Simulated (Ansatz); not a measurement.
The parent structure is TiB2 (space group P6/mmm, No. 191; a = 3.0324 Å, c = 3.2238 Å; relaxed with 0.1 eV smearing). Axes: x lies along a and z along c of the hexagonal cell.

Level of theory: PBE/PAW in Ansatz (an electronic-structure program), spin-orbit coupling left out.

Strains are applied to the cell and any free atomic positions relax; under biaxial strain the out-of-plane vector relaxes too.

One change was made to it. Results:

```csv
quantity,base,after
"pressure (mean of the normal stresses, compression positive)",0.0 GPa,2.3 GPa
volume per atom,8.56 Å³,8.49 Å³
band gap,zero,zero
```

Problem. Name the change that was made.
A) biaxial strain +1.50 %, plane normal [001], relaxed out of plane
B) biaxial strain −0.50 %, plane normal [001], relaxed out of plane
C) biaxial strain −2.00 %, plane normal [001], relaxed out of plane
D) biaxial strain −3.00 %, plane normal [001], relaxed out of plane
E) biaxial strain +3.00 %, plane normal [001], relaxed out of plane

Solution. B, biaxial strain −0.50 %, plane normal [001], relaxed out of plane. For comparison, the pressure in the other runs: biaxial strain +1.50 %, plane normal [001], relaxed out of plane gives -6.3 GPa; biaxial strain +3.00 %, plane normal [001], relaxed out of plane gives -12.0 GPa; biaxial strain −3.00 %, plane normal [001], relaxed out of plane gives 15.1 GPa; biaxial strain −2.00 %, plane normal [001], relaxed out of plane gives 9.7 GPa.

Whether these cells are dynamically stable was not tested. The final runs are not spin-polarised.
